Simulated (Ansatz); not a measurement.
## One base run on CoSbO4 (Imma, 12 atoms in the cell) and variants with one or two settings moved

```xyz
12
Lattice="-2.8944 3.1800 4.2007 2.8944 -3.1800 4.2007 2.8944 3.1800 -4.2007" Properties=species:S:1:pos:R:3 pbc="T T T"
Co     1.4472     1.5900    -2.1003
Co     1.4472    -1.5900     2.1003
Sb     0.0000     3.1800     0.0000
Sb     0.0000     0.0000     0.0000
O      1.3592     4.7700     0.1213
O      1.5352    -1.5900     4.0793
O      1.5352     1.5900     4.3220
O      1.3592     1.5900    -0.1213
O      2.8944    -0.2796     2.1932
O      0.0000     3.4596     2.0075
O      0.0000     0.2796     6.3938
O      2.8944     2.9003    -2.1932
```

Base run A: PBEsol, default PAW files made with PBE (Ansatz, a first-principles code), self-consistent single point.

Its settings: basis.ecutwfc = 420 eV; kpoints.mp_grid.grid = 5 5 5; hamiltonian.xc = pbesol; hamiltonian.pseudopotentials = {kind: paw} (the program's default PAW files); scf.occupations.method = fermi_dirac; scf.occupations.width = 0.1 eV.

The starting cell comes from a database of computed structures (which also holds hypothetical and non-ambient phases and stackings), without a prior relaxation at this level. Its lattice was rescaled by a random factor within 2.5 % of one. Spin-orbit coupling is off. In the base run, with a pressure of about -10 GPa the cell is away from its equilibrium volume at this level. Ansatz's pressure includes its estimate of the finite-basis (Pulay) stress.

ΔF is the free energy per atom less that of run A. A dash stands where there is no value to compare (another energy zero or no entropy term, no result, no spin, no clean gap, or a mesh too coarse for one). 

Run A gave: pressure (GPa) -9.58; largest force (eV/Å) 0.932; gap on the mesh (eV) 1.003; k-points 27.

Runs:
- B: kpoints.mp_grid.grid: 5 5 5 → 3 3 3; kpoints.mp_grid.shift: default → 0.5 0.5 0.5
- C: parallel starting moments (0.75 0.75 0 0 0 0 0 0 0 0 0 0 μB); magnetization.spin_polarized: default → true
- D: scf.convergence.dr2_threshold: default (1e-07 eV) → 1e-08 eV
- E: scf.mixing.preconditioner: default (the program chose Resta) → local_kerker
- F: scf.mixing.algorithm: default (the program chose MSR1) → anderson
- G: scf.mixing.algorithm: default (the program chose MSR1) → broyden; scf.mixing.beta: default → 0.05

**Question.** What does run B change against A?

**Answer.** The free energy hardly moves (within 1 meV/atom), the pressure moves little (-9.58 to -9.57 GPa), the largest force stays at 0.932 eV/Å and the gap on the mesh goes from 1.003 to 0.921 eV.

| run | ΔF (meV/atom) | pressure (GPa) | largest force (eV/Å) | gap on the mesh (eV) | k-points |
|---|---|---|---|---|---|
| A | 0.00 | -9.58 | 0.932 | 1.003 | 27 |
| B | 0.06 | -9.57 | 0.932 | 0.921 | 8 |
| C | 0.00 | -9.58 | 0.932 | – | 27 |
| D | 0.00 | -9.58 | 0.932 | 1.003 | 27 |
| E | 0.00 | -9.58 | 0.932 | 1.003 | 27 |
| F | 0.00 | -9.58 | 0.932 | 1.003 | 27 |
| G | 0.00 | -9.58 | 0.932 | 1.003 | 27 |

Keys are those of Ansatz 0.2.
